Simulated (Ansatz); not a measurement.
**InSb, response to strain**

Base system: InSb in the zinc blende structure (space group F-43m, No. 216; a = 6.519 Å). Axes: x, y, z lie along the cube axes.

Strains are applied to the cell and any free atomic positions relax; under biaxial strain the out-of-plane vector relaxes too.

Computed with DFT with PBEsol, PAW potentials and a 420 eV plane-wave cutoff in Ansatz (a first-principles code), no SOC.

Notes on the quantities. pressure: mean of the normal stresses, compression positive; energy relative to the base: free energy F.

```json
[
 {"variant": "base", "pressure": "0.0 GPa", "energy relative to the base": "0 meV/atom", "space group": "F-43m (No. 216)", "volume per atom": "34.63 Å³"},
 {"variant": "biaxial strain −2.39 %, plane normal [001], relaxed out of plane", "pressure": "1.0 GPa", "energy relative to the base": "+7.5 meV/atom", "space group": "I-4m2 (No. 119)", "volume per atom": "33.85 Å³"},
 {"variant": "biaxial strain −1.32 %, plane normal [110], relaxed out of plane", "pressure": "0.7 GPa", "energy relative to the base": "+3.1 meV/atom", "space group": "Imm2 (No. 44)", "volume per atom": "34.06 Å³"},
 {"variant": "biaxial strain −0.89 %, plane normal [111], relaxed out of plane", "pressure": "0.5 GPa", "energy relative to the base": "+1.5 meV/atom", "space group": "R3m (No. 160)", "volume per atom": "34.20 Å³"},
 {"variant": "isotropic strain −0.34 %", "pressure": "0.4 GPa", "energy relative to the base": "+0.5 meV/atom", "space group": "F-43m (No. 216)", "volume per atom": "34.28 Å³"},
 {"variant": "uniaxial strain ε_yy = +1.61 %", "pressure": "-0.7 GPa", "energy relative to the base": "+1.7 meV/atom", "space group": "I-4m2 (No. 119)", "volume per atom": "35.19 Å³"},
 {"variant": "uniaxial strain ε_yy = +1.68 %", "pressure": "-0.7 GPa", "energy relative to the base": "+1.9 meV/atom", "space group": "I-4m2 (No. 119)", "volume per atom": "35.21 Å³"},
 {"variant": "tensor shear ε_xy = +0.44 %", "pressure": "0.0 GPa", "energy relative to the base": "+0.2 meV/atom", "space group": "Imm2 (No. 44)", "volume per atom": "34.63 Å³"}
]
```

Whether these cells are dynamically stable was not tested. The final runs are not spin-polarised.
